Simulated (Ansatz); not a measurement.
Results of r²SCAN (PAW; Ansatz, a quantum-chemistry and plane-wave program) for MgZn₂Sb₂ (P-3m1, No. 164, 5 atoms in the cell; start mp-1210585).

Input file:

Ansatz 0.2 input:
```yaml
crystal:
  lattice:
    - [4.2985571889, 0.0, 0.0]
    - [-2.1492785945, 3.7226597252, 0.0]
    - [0.0, 0.0, 7.1759473057]
  atoms:
    - { symbol: Mg, position: [0.0, 0.0, 0.0] }
    - { symbol: Zn, position: [0.3333333333, 0.6666666667, 0.6168822248] }
    - { symbol: Zn, position: [0.6666666667, 0.3333333333, 0.3831177752] }
    - { symbol: Sb, position: [0.3333333333, 0.6666666667, 0.2356534489] }
    - { symbol: Sb, position: [0.6666666667, 0.3333333333, 0.7643465511] }
basis:
  ecutwfc: 560
  ecutrho_ratio: 4
  xc_grid: 3
kpoints:
  mp_grid: { grid: [18, 18, 8] }
hamiltonian:
  xc: r2scan
  dispersion: none
  pseudopotentials: { kind: paw }
scf:
  occupations: { method: fermi_dirac, width: 0.05 }
  convergence: { dr2_threshold: 0.0000000005 }
output:
  forces: true
  stress: true
  eigenvalues: true
```

How many irreducible k-points, plane waves at Γ does the program set up, and what pressure does the run end with?

266 irreducible k-points, 3441 plane waves at Γ; P = 1.06 GPa, so the cell is compressed on average and its volume would grow at this level.

Output (set-up and result lines):

```
Crystal: 5 atoms, lattice volume = 114.830 Å³
Basis set: ecut = 560 eV, 3441 PW (Γ), exchange–correlation on 108×108×180 points (27 copies of the dense FFT grid, shifted against one another)
Bands: 39, of which v1, the nominal top of the filled ones, is band 32 counted from 1 (31 counted from 0)
Symmetry: 12 space group operations
Space group: P-3m1 (ITA 164), of the structure as read, at distance tolerance 4.9e-5 Å
k-points: 266 of 2592
Functional: x = r2scan, c = r2scan; τ floored in thin density (d = 2e-4 eV/Å³)
SCF iter   1: F=—  HF=-21576.914054 eV  |F-HF|=—  |Δ(HF+E_count)|=         —  Δρ=1.35e-2  dr2=1.03e-1  dr2_τ=7.10e-3
SCF iter   2: F=—  HF=-21577.072971 eV  |F-HF|=—  |Δ(HF+E_count)|=   1.59e-1  Δρ=1.81e-2  dr2=2.26e-1  dr2_τ=1.11e-3
  ...
SCF iter   8: F=—  HF=-21576.946961 eV  |F-HF|=—  |Δ(HF+E_count)|=   1.50e-7  Δρ=2.16e-6  dr2=5.82e-9  dr2_τ=7.40e-11
SCF iter   9: F=-21576.946961 eV  HF=-21576.946961 eV  |F-HF|=6.55e-11  |Δ(HF+E_count)|=   4.07e-9  Δρ=2.78e-7  dr2=6.03e-11  dr2_τ=3.66e-12
SCF 1 converged in 9 iterations: F = -21576.946961 eV  dr2 = 6.03e-11
SCF converged after 9 iterations
Free energy (F): -21576.946961 eV
Internal energy: -21576.942265 eV  (E = F + TS)
E sigma→0 (E₀):  -21576.944613 eV
Fermi energy:    9.181455 eV
--- Forces (eV/Å), atoms counted from 1 ---
  atom   1  Mg     0.00000000     0.00000000     0.00000000
  atom   2  Zn     0.00000000    -0.00000000     0.03162903
  atom   3  Zn    -0.00000000     0.00000000    -0.03162903
  atom   4  Sb     0.00000000    -0.00000000     0.04395635
  atom   5  Sb    -0.00000000     0.00000000    -0.04395635
--- Stress (GPa, compression-positive) ---
        1.176692      -0.000000       0.000000
        0.000000       1.176692       0.000000
        0.000000       0.000000       0.826568
  P = ⅓ Tr σ = 1.0600 GPa (10.600 kbar)
```

The PAW data were made under PBE.

Note: cell and atoms aren't relaxed at this level (largest force component 0.04 eV/Å, pressure 1.1 GPa).

A start named mp-… is a Materials Project structure, which need not be a measured phase.
